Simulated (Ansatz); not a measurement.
Take CdSe in the wurtzite structure (space group P6_3mc, No. 186; a = 4.2475 Å, c = 6.9410 Å) as the base.

Calculations: LDA in Ansatz (plane waves to 420 eV, PAW, no SOC).

Before the change:

- Shortest interatomic distance = 2.600 Å
- Electron mass = 0.047 mₑ (at Γ)
- Density = 5.86 g/cm³

Perturbation: cell and atoms relaxed at a pressure of 9 GPa.

Problem. What happens to the shortest interatomic distance, electron mass and density?

Solution. The shortest interatomic distance decreases by 0.099 Å (2.600 Å → 2.501 Å); the electron mass changes from 0.047 mₑ (at Γ) to 0.064 mₑ (at Γ); the density increases by 0.74 g/cm³, from 5.86 g/cm³ to 6.60 g/cm³.

The levels and masses belong to the bands next to the band gap. Load acts through the strain it causes; cell and atoms are relaxed under it. Effective masses come from finite differences of ±0.01 Å⁻¹. Stability against distortions was not tested. Measured, CdSe leaves this structure (for rock salt) near 2.72 GPa (temperature not stated; as listed in Datta, Sujoy, Jana, Debnarayan, arXiv (2020)), on rising pressure, with hysteresis.

Ansatz is a quantum-chemistry and plane-wave program.
